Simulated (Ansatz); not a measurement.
Input:

End structure of H on the 1x1 (0001) surface of hcp Ti, one in a 1x1 cell, started at the site 'bridge Ti-Ti (span 2.9 Å)':

```
CELL_PARAMETERS angstrom
      2.93864     0.00000     0.00000
     -1.46932     2.54493     0.00000
      0.00000     0.00000    26.00000
ATOMIC_POSITIONS crystal
  Ti 0.66667 0.33333 0.36988
  Ti 0.33333 0.66667 0.45305
  Ti 0.67459 0.33730 0.54675
  Ti 0.34051 0.67026 0.63229
  H  0.00887 0.00444 0.67158
```

Set-up: 5 atoms, 6.8 Å thick at the start under the adsorbate (thin: gaps and levels are the slab's own); mesh 12x12x1; 0.1 eV smearing; dipole correction on; 2 atoms held, the rest relaxed; symmetry of the start imposed; no spin, no spin-orbit, no U, no dispersion correction. At the end it is bonded to 3 Ti. In PBE it is, or lies within 0.03 eV of, the lowest of the starts that converged.

A negative adsorption energy means that the adsorbate is more stable on the surface than in its reference.

Q: Estimate the adsorption energy against ½ H2(g) that Ansatz (a program for electronic structure) with PBE returns for this input.

A: -1.13 eV

Q: Estimate the change of the work function that PBE returns for this input.

A: 0.026 eV

Q: Estimate the work function of the top face that PBE returns for this input.

A: 4.42 eV

Q: What change of the step from the bottom to the top vacuum level, against the clean slab does PBE give?

A: 0.055 eV
